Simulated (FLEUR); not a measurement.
## Effort and miss along a sweep of Kmax: CoGa (Pm-3m, 2 atoms in the cell)

```xyz
2
Lattice="2.9226 0.0000 0.0000 0.0000 2.9226 0.0000 0.0000 0.0000 2.9226" Properties=species:S:1:pos:R:3 pbc="T T T"
Ga     1.4613     1.4613     1.4613
Co     0.0000     0.0000     0.0000
```

Level of theory: PBE, all-electron FLAPW (FLEUR), scalar-relativistic valence.

Base settings: Kmax = 3.5 1/bohr; GmaxXC = 14 1/bohr; xcFunctional = pbe; jspins = 1; l_soc = F; mode = gauss; fermiSmearingEnergy = 0.00734986 Htr; mesh (inpgen div1-3) = 15 15 15; inpgen gamma flag = false; Gmax = 14 1/bohr.

Misses are taken against the tightest run, 4.95 1/bohr (Gmax: 14 1/bohr → 19.8 1/bohr; GmaxXC: 14 1/bohr → 19.8 1/bohr), which need not be fully converged itself. The energy is the total energy (no entropy term) per atom.

Core times come from one kind of shared machine and are given to one figure; runs under 30 s give none.

The starting cell has typed, rounded lattice constants, without a prior relaxation at this level. Its lattice was rescaled by a random factor within 2.5 % of one. Spin polarisation is off. Values depend on the basis (sphere radii, cutoffs, local orbitals), which need not be converged.

The runs (Kmax): 2.21 1/bohr (Gmax: 14 1/bohr → 8.8 1/bohr; GmaxXC: 14 1/bohr → 8.8 1/bohr) | 2.47 1/bohr (Gmax: 14 1/bohr → 9.9 1/bohr; GmaxXC: 14 1/bohr → 9.9 1/bohr) | 2.71 1/bohr (Gmax: 14 1/bohr → 10.8 1/bohr; GmaxXC: 14 1/bohr → 10.8 1/bohr) | 2.93 1/bohr (Gmax: 14 1/bohr → 11.7 1/bohr; GmaxXC: 14 1/bohr → 11.7 1/bohr) | 3.13 1/bohr (Gmax: 14 1/bohr → 12.5 1/bohr; GmaxXC: 14 1/bohr → 12.5 1/bohr) | 3.32 1/bohr (Gmax: 14 1/bohr → 13.3 1/bohr; GmaxXC: 14 1/bohr → 13.3 1/bohr) | 3.5 1/bohr | 3.75 1/bohr (Gmax: 14 1/bohr → 15 1/bohr; GmaxXC: 14 1/bohr → 15 1/bohr) | 3.99 1/bohr (Gmax: 14 1/bohr → 16 1/bohr; GmaxXC: 14 1/bohr → 16 1/bohr) | 4.29 1/bohr (Gmax: 14 1/bohr → 17.2 1/bohr; GmaxXC: 14 1/bohr → 17.2 1/bohr) | 4.63 1/bohr (Gmax: 14 1/bohr → 18.5 1/bohr; GmaxXC: 14 1/bohr → 18.5 1/bohr) | 4.95 1/bohr (Gmax: 14 1/bohr → 19.8 1/bohr; GmaxXC: 14 1/bohr → 19.8 1/bohr).

**Question.** Which is the coarsest setting among those run that, with all tighter ones, holds the energy within 20 meV/atom of the reference, and what does it save?

**Answer.** 4.29 1/bohr (Gmax: 14 1/bohr → 17.2 1/bohr; GmaxXC: 14 1/bohr → 17.2 1/bohr), off by 9.9 meV/atom; its saving against the reference is no more than about a factor of 2 in time.

**Question.** What does the step from 2.47 1/bohr (Gmax: 14 1/bohr → 9.9 1/bohr; GmaxXC: 14 1/bohr → 9.9 1/bohr) to 4.63 1/bohr (Gmax: 14 1/bohr → 18.5 1/bohr; GmaxXC: 14 1/bohr → 18.5 1/bohr) buy?

**Answer.** It takes the miss in the energy from 6100 to 2.5 meV/atom, for roughly 2 times the time.

```csv
Kmax,energy less reference (meV/atom),core time / reference (rough)
2.21 1/bohr (Gmax: 14 1/bohr → 8.8 1/bohr; GmaxXC: 14 1/bohr → 8.8 1/bohr),12961.49,0.4
2.47 1/bohr (Gmax: 14 1/bohr → 9.9 1/bohr; GmaxXC: 14 1/bohr → 9.9 1/bohr),6083.46,0.4
2.71 1/bohr (Gmax: 14 1/bohr → 10.8 1/bohr; GmaxXC: 14 1/bohr → 10.8 1/bohr),2822.73,0.4
2.93 1/bohr (Gmax: 14 1/bohr → 11.7 1/bohr; GmaxXC: 14 1/bohr → 11.7 1/bohr),1310.22,0.4
3.13 1/bohr (Gmax: 14 1/bohr → 12.5 1/bohr; GmaxXC: 14 1/bohr → 12.5 1/bohr),641.87,0.4
3.32 1/bohr (Gmax: 14 1/bohr → 13.3 1/bohr; GmaxXC: 14 1/bohr → 13.3 1/bohr),326.09,0.5
3.5 1/bohr,173.55,0.4
3.75 1/bohr (Gmax: 14 1/bohr → 15 1/bohr; GmaxXC: 14 1/bohr → 15 1/bohr),70.35,0.6
3.99 1/bohr (Gmax: 14 1/bohr → 16 1/bohr; GmaxXC: 14 1/bohr → 16 1/bohr),29.27,0.6
4.29 1/bohr (Gmax: 14 1/bohr → 17.2 1/bohr; GmaxXC: 14 1/bohr → 17.2 1/bohr),9.93,0.8
4.63 1/bohr (Gmax: 14 1/bohr → 18.5 1/bohr; GmaxXC: 14 1/bohr → 18.5 1/bohr),2.53,0.8
4.95 1/bohr (Gmax: 14 1/bohr → 19.8 1/bohr; GmaxXC: 14 1/bohr → 19.8 1/bohr),0.00,1
```
